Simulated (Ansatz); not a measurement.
Density of states of CdS (P6_3mc) below the valence band maximum, Ansatz (a quantum-chemistry and plane-wave program) with HSE06, rigid bands; cell volume 98.9 Å³.

```
energy from edge (eV)  10⁻³ states/eV/cell
---------------------  -------------------
0.006                                  109
0.031                                  267
0.056                                  426
0.081                                  552
0.106                                  652
0.131                                  740
0.156                                  820
0.181                                  903
0.206                                  970
0.231                                 1050
0.256                                 1120
0.281                                 1190
0.319                                 1300
0.344                                 1370
0.369                                 1440
0.394                                 1510
0.419                                 1590
0.444                                 1660
0.469                                 1740
0.494                                 1830
0.519                                 1920
0.544                                 1990
0.569                                 2090
0.594                                 2180
```

What effective density of states at 300 K does this give (∫ g(E) exp(−E/k_BT) dE, both spins, divided by the cell's size)?

6.0e19 cm⁻³, a density-of-states mass of 1.79 mₑ, valleys and band degeneracy included.

Spin-orbit coupling is left out; where it splits the top of the valence band, N_v and the p-type Seebeck coefficient come out somewhat high without it. Geometry: cell and atoms relaxed with PBEsol.
